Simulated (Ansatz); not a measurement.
Consider ZnO in the wurtzite structure (space group P6_3mc, No. 186; a = 3.235 Å, c = 5.211 Å). Axes: x lies along a and z along c of the hexagonal cell.

Modification: uniaxial stress, 3 GPa tension along x, with the cell and atoms free to relax against it.

Levels (all Ansatz, a quantum-chemistry and plane-wave program, PAW, earlier PAW set): r2SCAN (500 eV, no SOC); HSE06 (420 eV, no SOC).

The geometry is relaxed with r2SCAN.

| Quantity | Value |
|---|---|
| r2SCAN lowest conduction level above the VBM at special points | Γ 1.20 eV; Z 3.90 eV; T 6.23 eV |

Q: How does going to HSE06 change the lowest conduction level above the VBM at special points?

A: The lowest conduction level above the VBM at special points changes from Γ 1.20 eV; Z 3.90 eV; T 6.23 eV to Γ 2.48 eV; Z 5.25 eV; T 7.53 eV.

Single points use the geometry relaxed with r2SCAN. The levels and masses belong to the bands next to the band gap. Load acts through the strain it causes; cell and atoms are relaxed under it. Beyond what the load breaks, stability against distortions was not tested. Labels are those of the standard path for the cell's own space group.
